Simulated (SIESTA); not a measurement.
# A self-consistent single point of Rb (Im-3m, 1 atom in the cell) with SIESTA

Level of theory: LDA PW92, numerical atomic orbitals DZP, PseudoDojo LDA standard norm-conserving potentials (rewritten from UPF to PSML) (SIESTA 5.4.2).

This input was run:

```
# files in the folder: Rb.psml (PseudoDojo LDA standard)
SystemName  Rb
SystemLabel Rb

NumberOfAtoms                1
NumberOfSpecies              1
%block ChemicalSpeciesLabel
  1 37 Rb
%endblock ChemicalSpeciesLabel
LatticeConstant              1.0 Ang
%block LatticeVectors
    -2.833475000    2.833475000    2.833475000
     2.833475000   -2.833475000    2.833475000
     2.833475000    2.833475000   -2.833475000
%endblock LatticeVectors
AtomicCoordinatesFormat      Ang
%block AtomicCoordinatesAndAtomicSpecies
     0.000000000    0.000000000    0.000000000  1
%endblock AtomicCoordinatesAndAtomicSpecies

XC.functional                LDA
XC.authors                   PW92
PAO.BasisSize                DZP
PAO.EnergyShift              0.01 Ry
MeshCutoff                   400 Ry
%block kgrid.MonkhorstPack
    8   0   0  0.0
    0   8   0  0.0
    0   0   8  0.0
%endblock kgrid.MonkhorstPack
OccupationFunction           FD
ElectronicTemperature        100.0 meV

MaxSCFIterations             150
SCF.Mixer.Method             Pulay
SCF.Mixer.Weight             0.2
SCF.Mixer.History            6
SCF.DM.Tolerance             1.0E-05
Diag.ParallelOverK           true
WriteForces                  true
Charge.Mulliken              end
```

The program printed (abridged):

```
reinit: Reading from file input.fdf

reinit: System Name: Rb
reinit: System Label: Rb

coor:   Atomic-coordinates input format  =     Cartesian coordinates
coor:                                          (in Angstroms)

siesta: Atomic coordinates (Bohr) and species
siesta:      0.00000   0.00000   0.00000  1        1

siesta: System type = bulk

initatomlists: Number of atoms, orbitals, and projectors:      1     9    18

siesta: ******************** Simulation parameters ****************************
redata: Spin configuration                          = none
redata: Time-Reversal Symmetry                      = T
redata: Number of Atomic Species                    =        1
redata: Mesh Cutoff                                 =   400.0000 Ry
redata: Net charge of the system                    =     0.0000 |e|
redata: Min. number of SCF Iter                     =        0
redata: Max. number of SCF Iter                     =      150
redata: SCF convergence failure will abort job
redata: SCF mix quantity                            = Hamiltonian
redata: Mix DM or H after convergence               =   F
redata: Recompute H after scf cycle                 =   F
redata: Mix DM in first SCF step                    =   T
redata: No kicks to SCF
redata: DM Mixing Weight for Kicks                  =     0.5000
redata: Require Harris convergence for SCF          =   F
redata: Harris energy tolerance for SCF             =     0.000100 eV
redata: Require DM convergence for SCF              =   T
redata: DM tolerance for SCF                        =     0.000010
redata: Require EDM convergence for SCF             =   F
redata: EDM tolerance for SCF                       =     0.001000 eV
redata: Require H convergence for SCF               =   T
redata: Hamiltonian tolerance for SCF               =     0.001000 eV
redata: Require (free) Energy convergence for SCF   =   F
redata: (free) Energy tolerance for SCF             =     0.000100 eV
redata: Using DFT-D3 dispersion                     =   F
redata: Using Saved Data (generic)                  =   F
redata: Method of Calculation                       = Diagonalization
redata: Electronic Temperature                      =  1160.4518 K
redata: Number of TDED substeps                     =        3
redata: Dynamics option                             = Single-point calculation
redata: Save all siesta data in one NC              =   F
redata: ***********************************************************************

%block SCF.Mixers
  Pulay
%endblock SCF.Mixers

%block SCF.Mixer.Pulay
  # Mixing method
  method pulay
  variant stable

  # Mixing options
  weight 0.2000
  weight.linear 0.2000
  history 6
%endblock SCF.Mixer.Pulay

DM_history_depth set to one: no extrapolation allowed by default for geometry relaxation
Size of DM history Fstack: 1
Total number of electrons:     9.000000
Total ionic charge:     9.000000

* ProcessorY, Blocksize:    1  10

* Orbital distribution balance (max,min):     9     9

k-point displ. along   1 input, could be:     0.00    0.50
k-point displ. along   2 input, could be:     0.00    0.50
k-point displ. along   3 input, could be:     0.00    0.50
 Kpoints in:          320 . Kpoints trimmed:          296

siesta: k-grid: Number of k-points = 296
siesta: k-points from Monkhorst-Pack grid
siesta: k-cutoff (effective) =    19.631 Ang
siesta: k-point supercell and displacements
siesta: k-grid:     8     0     0      0.000
siesta: k-grid:     0     8     0      0.000
siesta: k-grid:     0     0     8      0.000

diag: Algorithm                                     = D&C
diag: Parallel over k                               =   F
diag: Use parallel 2D distribution                  =   F
diag: Parallel block-size                           = 10
diag: Parallel distribution                         =     1 x     1
diag: Used triangular part                          = Lower
diag: Absolute tolerance                            =  0.100E-15
diag: Orthogonalization factor                      =  0.100E-05
diag: Memory factor                                 =  1.0000

superc: Internal auxiliary supercell:     5 x     5 x     5  =     125
superc: Number of atoms, orbitals, and projectors:    125   1125   2250

                        Single-point calculation

superc: Internal auxiliary supercell:     5 x     5 x     5  =     125
superc: Number of atoms, orbitals, and projectors:    125   1125   2250

outcell: Unit cell vectors (Ang):
       -2.833475    2.833475    2.833475
        2.833475   -2.833475    2.833475
        2.833475    2.833475   -2.833475

outcell: Cell vector modules (Ang)   :    4.907723    4.907723    4.907723
outcell: Cell angles (23,13,12) (deg):    109.4712    109.4712    109.4712
outcell: Cell volume (Ang**3)        :     90.9951
new_DM -- step:     1
Initializing Density Matrix...

Attempting to read DM from file... Failed...
DM filled with atomic data:

InitMesh: MESH = 50 x 50 x 50 = 125000
InitMesh: Mesh cutoff (required, used) =   400.000   430.302 Ry

stepf: Fermi-Dirac step function

        iscf     Eharris(eV)        E_KS(eV)     FreeEng(eV)     dDmax    Ef(eV) dHmax(eV)
   scf:    1     -737.412861     -736.878789     -736.907636  0.459677 -2.402936  2.077646
   scf:    2     -736.936808     -736.908345     -736.937228  0.021529 -2.435623  1.529409
   scf:    3     -736.967170     -736.941297     -736.970283  0.056082 -2.524645  0.032533
   scf:    4     -736.941004     -736.941175     -736.970161  0.004866 -2.536269  0.101178
   scf:    5     -736.941437     -736.941321     -736.970297  0.003649 -2.531194  0.000505
   scf:    6     -736.941321     -736.941321     -736.970297  0.000010 -2.531199  0.000228

SCF Convergence by DM+H criterion
max |DM_out - DM_in|         :     0.0000098579
max |H_out - H_in|      (eV) :     0.0002282379
SCF cycle converged after 6 iterations

Using DM_out to compute the final energy and forces

siesta: E_KS(eV) =             -736.9413

siesta: E_KS - E_eggbox =      -736.9413

siesta: Atomic forces (eV/Ang):
     1    0.000000    0.000000    0.000000
   Tot    0.000000    0.000000    0.000000
   Max    0.000000
   Res    0.000000    sqrt( Sum f_i^2 / 3N )
   Max    0.000000    constrained

Stress tensor Voigt[x,y,z,yz,xz,xy] (kbar):        3.60        3.60        3.60       -0.00       -0.00        0.00
(Free)E + p*V (eV/cell)     -737.1749
Target enthalpy (eV/cell)     -736.9703

siesta: Program's energy decomposition (eV):
siesta: Ebs     =      -160.359197
siesta: Eions   =       765.622486
siesta: Ena     =        49.513181
siesta: Ekin    =       196.132220
siesta: Enl     =       -32.715520
siesta: Eso     =         0.000000
siesta: Edftu   =         0.000000
siesta: DEna    =         4.809657
siesta: DUscf   =         0.183363
siesta: DUext   =         0.000000
siesta: Ex      =      -168.963242
siesta: Ec      =       -20.278493
siesta: Exc     =      -189.241736
siesta: Eharris =      -736.941321
siesta: Etot    =      -736.941321
siesta: FreeEng =      -736.970297

siesta: Stress tensor (static) (eV/Ang**3):
siesta:     0.002249    0.000000   -0.000000
siesta:     0.000000    0.002249   -0.000000
siesta:    -0.000000   -0.000000    0.002249

siesta: Cell volume =         90.995129 Ang**3

siesta: Pressure (static):
siesta:                Solid            Molecule  Units
siesta:          -0.00002449         -0.00002449  Ry/Bohr**3
siesta:          -0.00224889         -0.00224889  eV/Ang**3
siesta:          -3.60311306         -3.60311306  kBar

mulliken: Atomic and Orbital Populations:

Species: Rb
Atom  Qatom  Qorb
               4s      5s      5s      4py     4pz     4px     5py     5pz
               5px
   1  9.000   2.001   0.742  -0.008   2.018   2.018   2.018   0.071   0.071
              0.071

mulliken: Qtot =        9.000

Mulliken Atomic Populations:
Atom #   charge [q] valence [e]  Species
     1     0.000000    9.000000  Rb
 Total     0.000000
```

The run converged in 6 iterations.

The starting cell has typed, rounded lattice constants, without a prior relaxation at this level. Its lattice was rescaled by up to half a per cent. Values carry the incompleteness of an atom-centred basis.
